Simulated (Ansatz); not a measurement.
SnO2 (model structure, started from the tetragonal ZrO2 type, P4₂/nmc, No. 137, 6 atoms in the cell), treated with G0W0@PBEsol in Ansatz (hard PAW, contour deformation, complete-basis limit).

Settings: largest k mesh 6×6×4 (not extrapolated in the mesh).

Cell (relaxed with PBEsol):

```cif
data_O4Sn2
_chemical_formula_sum 'Sn2 O4'
_space_group_name_H-M_alt 'P42/nmc :1'
_space_group_IT_number 137
_space_group_name_Hall 'P 4n 2n -1n'
_cell_length_a 3.55759
_cell_length_b 3.55759
_cell_length_c 5.40261
_cell_angle_alpha 90.000
_cell_angle_beta 90.000
_cell_angle_gamma 90.000
loop_
_space_group_symop_operation_xyz
  'x, y, z'
  '-y+1/2, x+1/2, z+1/2'
  '-x, -y, z'
  'y+1/2, -x+1/2, z+1/2'
  'x+1/2, -y+1/2, -z+1/2'
  '-y, -x, -z'
  '-x+1/2, y+1/2, -z+1/2'
  'y, x, -z'
  '-x+1/2, -y+1/2, -z+1/2'
  'y, -x, -z'
  'x+1/2, y+1/2, -z+1/2'
  '-y, x, -z'
  '-x, y, z'
  'y+1/2, x+1/2, z+1/2'
  'x, -y, z'
  '-y+1/2, -x+1/2, z+1/2'
loop_
_atom_site_label
_atom_site_type_symbol
_atom_site_symmetry_multiplicity
_atom_site_Wyckoff_symbol
_atom_site_fract_x
_atom_site_fract_y
_atom_site_fract_z
_atom_site_occupancy
Sn1 Sn 2 a 0.00000 0.00000 0.00000 1
O1 O 4 d 0.00000 0.50000 0.18196 1
```

Task: Give the computed band gap.

Result: 
- band gap = 2.21 eV

Note: filled d or f shells below the valence bands can shift G0W0 gaps through exchange with them, which wasn't tested here; the relaxation could raise the start's symmetry but not lower it, so the cell can be a saddle point; the gap holds a correction of +0.23 eV to the complete basis.

Spin–orbit coupling is not included.

Static lattice: no zero-point or thermal effects.

Computing time: around 2.4 core-hours (rough).

A model structure was made by putting elements into a prototype or built by hand; it is no filed structure, need not be a known phase, and can be a saddle point held by its symmetry.

Ansatz is an electronic-structure program.
